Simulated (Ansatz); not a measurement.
Pressure series in W2C

The reference is W2C (space group Pbcn, No. 60; a cell from a computed database, its experimental status unchecked).

```
CELL_PARAMETERS angstrom
      4.71013     0.00000     0.00000
      0.00000     6.04508     0.00000
      0.00000     0.00000     5.18352
ATOMIC_POSITIONS crystal
  W  0.24427 0.12330 0.08090
  W  0.75573 0.87670 0.91910
  W  0.25573 0.37670 0.58090
  W  0.74427 0.62330 0.41910
  W  0.74427 0.37670 0.91910
  W  0.25573 0.62330 0.08090
  W  0.75573 0.12330 0.41910
  W  0.24427 0.87670 0.58090
  C  0.50000 0.12167 0.75000
  C  0.50000 0.87833 0.25000
  C  0.00000 0.37833 0.25000
  C  0.00000 0.62167 0.75000
```

Cell and atoms are relaxed at each pressure.

Computed with PBEsol in Ansatz (plane waves to 420 eV, PAW, scalar-relativistic without spin-orbit coupling).

```csv
pressure (GPa),volume per atom (Å³/atom)
-2,12.369
-1,12.334
0,12.299
0.3,12.289
0.7,12.275
1.5,12.248
3,12.198
5,?
7.5,12.054
```

Fit the third-order Birch–Murnaghan form P(V) = (3B₀/2)[(V₀/V)^(7/3) − (V₀/V)^(5/3)]·[1 + (3/4)(B₀′ − 4)((V₀/V)^(2/3) − 1)] (squares taken in P) to the rows shown and predict the withheld row.

Least squares on the printed values gives V₀ = 12.299 Å³/atom, B₀ = 357 GPa, B₀′ = 4.2; this predicts 12.133 Å³/atom, and the run gives 12.133 Å³/atom, in agreement.

Load acts through the strain it causes; cell and atoms are relaxed under it. No phonon test of stability was made. No other phases were tried under pressure. All final runs are without spin polarisation.

Ansatz is a program for electronic structure.
